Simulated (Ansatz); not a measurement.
Results of LDA (PAW; Ansatz, a program for electronic structure) for cubic perovskite KMgF₃.

Run with plane-wave cutoff 520 eV, 8×8×8 k mesh, Fermi–Dirac smearing 0.01 eV, scalar-relativistic PAW data made under PBE.

The cell has the measured lattice parameters. Conventional cell: a = 3.9897 Å, b = 3.9897 Å, c = 3.9897 Å, α = 90.00°, β = 90.00°, γ = 90.00°.

```
KMgF3
1.0
    3.98970     0.00000     0.00000
    0.00000     3.98970     0.00000
    0.00000     0.00000     3.98970
K Mg F
1 1 3
Direct
  0.00000   0.00000   0.00000
  0.50000   0.50000   0.50000
  0.50000   0.00000   0.50000
  0.00000   0.50000   0.50000
  0.50000   0.50000   0.00000
```

List the 18 lowest band energies at Γ above −25 eV (eV, relative to the valence band maximum), grouping those that round alike.

At Γ: -19.73, -19.04 (×2), -8.91 (×3), -2.45 (×3), -0.64 (×3), -0.32 (×3), 6.96, 9.80 (×2).

Note: cell and atoms aren't relaxed at this level (pressure -4.6 GPa).
